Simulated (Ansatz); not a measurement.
A 54-atom cell of Ga(As,Sb) started in the zinc blende structure, site fractions As 0.704, Sb 0.296, short-range order -0.04 among the nearest mixed sites (0 is random, a negative value favours unlike neighbours), space group P1 at the end. The mixed sublattice has 27 sites.

The mixing enthalpy is taken against the end members in the zinc blende type, relaxed in the same cell and mesh.

The numbers are results of PBE (plane waves to 420 eV, PAW; Ansatz, a quantum-chemistry and plane-wave program), not measurements. No spin–orbit coupling; with elements this heavy it can move edges by tenths of an eV. Its k-point mesh 2×2×2 shifted by 0.5, 0.5, 0.5, Fermi–Dirac width 0.01 eV.

```csv
cell,energy at zero smearing (eV)
GaAs,-233276.248
GaSb,-277231.689
Ga27As19Sb8,-246298.857
```

Task: Work out the mixing enthalpy per mixed site and the interaction parameter Ω of a regular solution.

Result: With x = 8/27 of the second end member, ΔH = [-246298.857 − 19/27 × (-233276.248) − 8/27 × (-277231.689)] / 27 = 45.4 meV against the separate end members. Ω = ΔH / x(1 − x) = 218 meV, which puts the top of the miscibility gap of this model at Ω / 2k = 1260 K.
